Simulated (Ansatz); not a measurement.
Where the default PAW files enter, the runs use the earlier of Ansatz's two default sets.

Crystal: CsGeCl$_{3}$ (R3m, not sure to be the ambient phase, 5 atoms a cell, 32.6 Å³ an atom); planes in its conventional cell.

These are r2SCAN (plane waves, PAW; Ansatz, a first-principles code) values and carry that method's errors.

The gap is the functional's own, uncorrected, and κ follows it; spin-orbit coupling is left out. Mid-gap values are interpolated between the computed energies.

```
plane  area of the cell (Å²)  mid-gap κ (1/Å)  largest κ in the gap (1/Å)
-----  ---------------------  ---------------  --------------------------
(101)                   29.8             0.17                        0.17
(110)                   42.4              [?]                         [?]
```

Problem. The slowest decay depends on the direction. Supply the withheld values.

Solution. 
- (110), mid-gap κ (1/Å): 0.21
- (110), largest κ in the gap (1/Å): 0.21
